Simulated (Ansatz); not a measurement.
MgF₂ (P4_2/mnm), PBEsol, rigid bands (Ansatz, an electronic-structure program): N_c = 1.00e19 cm⁻³ at 300 K and an electron conductivity mass of 0.541 mₑ along y (a = (4.64, 0.00, 0.00) Å; b = (0.00, 4.64, 0.00) Å; c = (0.00, 0.00, 3.06) Å).

### Question
For 1e16 electrons per cm³ at 300 K, place the Fermi level, estimate the Seebeck coefficient of a parabolic band with constant τ, and give mobility and conductivity for τ = 10 fs.

### Answer
The level lies k_BT ln(N_c/n) = 0.179 eV below the conduction-band minimum. S ≈ −(k_B/e)[ln(N_c/n) + 5/2] = -811 μV/K, against -807 μV/K from the full bands (mean over directions). μ = eτ/m = 32.5 cm²/(V·s) and σ = neμ = 0.0521 S/cm. τ is assumed, not computed.

Band transport and this doping are assumed; polarons and phonon drag are left out. Spin-orbit coupling is left out.
